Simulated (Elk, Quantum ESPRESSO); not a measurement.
# Code comparison for GaFe (P-6m2, 2 atoms in the cell)

Self-consistent single point.

```
GaFe
1.0
    2.73219     0.00000     0.00000
   -1.36610     2.36615     0.00000
    0.00000     0.00000     4.00740
Ga Fe
1 1
Cartesian
  0.00000   0.00000   2.00370
  1.36610   0.78871   0.00000
```
Moments meant for the start (each program seeds them in its own way; μB, in the order of the atoms Ga Fe): 0.0 4.0.

Shared settings, as Quantum ESPRESSO writes them: occupations = smearing; smearing = fermi-dirac; degauss = 0.0073499 Ry; noncolin = true; lspinorb = true; K_POINTS = automatic 11 11 7 0 0 0. Potentials and cutoffs stand in the table.

| code | model | size of the net moment (μB/atom) | cutoff |
|---|---|---|---|
| Quantum ESPRESSO | LDA (PZ), spin-orbit coupling, PseudoDojo fully relativistic norm-conserving (PBE) pseudopotentials | 0.93 | 90 Ry |
| Elk | LDA (PW92), spin-orbit coupling in second variation, all-electron FP-LAPW, Elk's shipped species files, default APW+lo basis | 0.92 | default |

The spread over the programs that give each value: size of the net moment within 0.01 μB/atom.

Elk treats all electrons, but the usual bases taken here (sphere radii, linearisation, local orbitals, empty states) were not tested for convergence, so the values are no reference for the others. The same LDA comes in different parametrisations, which differ slightly.

The starting cell comes from a database of computed structures (which also holds hypothetical and non-ambient phases and stackings), without a prior relaxation at this level. Its lattice was rescaled by a random factor within 2.5 % of one.

Left out of this page: Ansatz (with a known weakness of the program).
